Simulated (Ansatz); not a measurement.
# hcp Hf (0 0 1) on 3C silicon carbide (1 1 1) (film strained to the substrate, faces as cut)

A periodic stack without vacuum, hcp Hf (0 0 1) on 3C silicon carbide (1 1 1) (film strained to the substrate, faces as cut): substrate slab C6Si6, film Hf4, surface cells [[0, -1], [1, -1]] and [[0, -1], [1, 0]], film strained by -3.4 and -3.4 %, faces Si/C and Hf/Hf as cut (like faces can put a slab off its formula).

The start was prepared with a machine-learned potential, and the result is one local minimum, with the in-plane cell held and forces under 0.04 eV/Å; the film can end far from its bulk form.

Calculation: PBE (plane waves to 420 eV, PAW; Ansatz, a first-principles code). Scalar-relativistic, without spin–orbit coupling; the runs are not spin-polarised; PBE gaps are too small against experiment. Its k-point mesh 12×12×1, Fermi–Dirac width 0.05 eV.

- interface area: 8.3 Å²
- period: 25.21 Å
- gaps between the outermost planes at the two interfaces: 1.70 and 2.49 Å
- Hf–Si contacts across the interfaces within 1.22 times the sum of covalent radii: 6, mean 3.02 Å
- C–Hf contacts across the interfaces within 1.22 times the sum of covalent radii: 3, mean 2.47 Å
- estimate of the barrier: withheld, since the two interfaces are unlike
- slope of the mean potential energy in the substrate: -6.4 MV/cm × e

```yaml
crystal:
  lattice:
    - [3.09559, 0.00027, 0.12629]
    - [1.54835, 2.68223, 0.03941]
    - [2.05869, 0.22268, 25.31260]
  atoms:
    - { symbol: C, position: [0.00914, 0.04905, 0.07233] }
    - { symbol: C, position: [0.24238, 0.38219, 0.17262] }
    - { symbol: C, position: [0.47559, 0.71537, 0.27298] }
    - { symbol: C, position: [0.70886, 0.04860, 0.37326] }
    - { symbol: C, position: [0.94237, 0.38164, 0.47340] }
    - { symbol: C, position: [0.17475, 0.71518, 0.57435] }
    - { symbol: Si, position: [0.70302, 0.71581, 0.04499] }
    - { symbol: Si, position: [0.93427, 0.04892, 0.14730] }
    - { symbol: Si, position: [0.16757, 0.38210, 0.24757] }
    - { symbol: Si, position: [0.40086, 0.71533, 0.34783] }
    - { symbol: Si, position: [0.63421, 0.04841, 0.44810] }
    - { symbol: Si, position: [0.86757, 0.38182, 0.54814] }
    - { symbol: Hf, position: [0.44067, 0.04853, 0.64182] }
    - { symbol: Hf, position: [0.67312, 0.38249, 0.74238] }
    - { symbol: Hf, position: [0.23361, 0.05014, 0.84771] }
    - { symbol: Hf, position: [0.46860, 0.38339, 0.94604] }
```
